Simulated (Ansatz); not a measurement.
Input:

```yaml
crystal:
  lattice:
    - [3.89141, 0.00000, 0.00000]
    - [0.00000, 3.81124, 0.00000]
    - [0.00000, 0.00000, 3.89141]
  atoms:
    - { symbol: Sr, position: [0.00000, 0.00000, 0.00000] }
    - { symbol: Ti, position: [0.50000, 0.50000, 0.50000] }
    - { symbol: O, position: [0.00000, 0.50000, 0.50000] }
    - { symbol: O, position: [0.50000, 0.50000, 0.00000] }
    - { symbol: O, position: [0.50000, 0.00000, 0.50000] }
```

No spin polarisation.

Method: Ansatz (a program for electronic structure), PBEsol, PAW, cutoff 420 eV, spin-orbit coupling left out, earlier PAW set. Settings: 9×9×9 k-points, 0.05 eV Fermi–Dirac smearing.

Problem. Predict the pressure, gap character, space group and band gap.

Solution. 
- Pressure (mean of the normal stresses, compression positive): 4.19 GPa
- Gap character: indirect, A → Γ
- Space group: P4/mmm (No. 123)
- Band gap: 1.85 eV

The cells carry an imposed strain or load. Stability against distortions was not tested. All final runs are without spin polarisation. The cell was made from SrTiO₃ in the cubic perovskite structure (space group Pm-3m, No. 221) by this change: uniaxial strain ε_yy = −2.06 %. Many cubic perovskites are stable only at high temperature; tilts and polar distortions were not tested.
